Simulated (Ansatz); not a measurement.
Consider CdSe in the wurtzite structure (space group P6_3mc, No. 186).

```
CdSe
1.0
    4.33999     0.00000     0.00000
   -2.17000     3.75854     0.00000
    0.00000     0.00000     7.07803
Cd Se
2 2
Direct
  0.66667   0.33333   0.00056
  0.33333   0.66667   0.50056
  0.66667   0.33333   0.62464
  0.33333   0.66667   0.12464
```

Cartesian axes are those of the cell as printed.

Level of theory: Kohn–Sham DFT with the r2SCAN functional, run in Ansatz (an electronic-structure program) with PAW and 500 eV plane waves, without spin-orbit coupling.

The change: uniaxial strain ε_zz = −2.25 %, all other strain components held at zero; the atoms relax in the strained cell.

### Question
Predict the stress tensor and what it implies for the stiffness.

### Answer
Stress of the strained cell less that of the base (GPa, compression positive):
```
   0.91    0.00    0.00
   0.00    0.91    0.00
   0.00    0.00    1.86
```

Then −Δσ_ii/ε with ε = -0.0225 gives secant stiffness values (nonlinear terms included at this strain): C33 ≈ 83 GPa, C13 ≈ 40 GPa and C23 ≈ 40 GPa.

No phonon test of stability was made.
